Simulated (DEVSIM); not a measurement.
Si p-n junction from an implanted or diffused profile

System: Si p-n junction from an implanted or diffused profile, at 300 K.

```tsv
layer (left to right)	material	thickness (μm)	Nd (cm⁻³)	τn (s)	τp (s)
1	Si	41.0	4e15	8.7e-6	8.7e-6
```

Added acceptor profile: 1.1e19 cm⁻³ × exp(−(x − 0 μm)²/(2·(0.024 μm)²)). Left contact: ohmic. Right contact: ohmic. Voltage is applied to the left contact. Recombination: SRH at mid-gap, radiative, Auger. Mobility is constant in doping.

This is a model device: material constants are rounded textbook-type values typed into the input, and sizes, dopings and lifetimes were drawn at random. Values at 300 K.

| parameter | Si |
|---|---|
| gap (eV) | 1.124 |
| affinity (eV) | 4.05 |
| permittivity | 11.7 |
| Nc (cm⁻³) | 2.86e19 |
| Nv (cm⁻³) | 3.1e19 |
| μn (cm²/Vs) | 1417 |
| μp (cm²/Vs) | 470 |
| B (cm³/s) | 4.7e-15 |
| Cn (cm⁶/s) | 2.8e-31 |
| Cp (cm⁶/s) | 9.9e-32 |

Model (solved in DEVSIM): 1D drift-diffusion, Boltzmann statistics, complete ionisation; no tunnelling, impact ionisation, image-force lowering or self-heating.

```yaml
potential_step_across_the_device_at_zero_bias: 0.868 V
Dark forward voltage at 1 A/cm²: 0.626 V
Dark forward voltage at 100 A/cm²: 0.847 V
```

Small-signal capacitance in reverse bias (quasi-static):

```csv
V (V),C (nF/cm²)
-0.2,19.0
-0.5,16.5
-1,13.8
-1.5,12.2
-2,11.0
-3,9.39
-4,8.34
-5,7.57
-6.5,6.74
-8,6.14
-10,5.54
```

Dark forward current:

(V (V), J (A/cm²)): (0.05, 1.0e-9); (0.15, 2.0e-8); (0.25, 6.3e-7); (0.35, 2.7e-5); (0.50, 0.0089); (0.60, 0.40); (0.70, 9.3); (0.80, 57); (0.90, 170); (1.00, 350); (1.15, 750); (1.25, 1100); (1.35, 1600); (1.45, 2100)
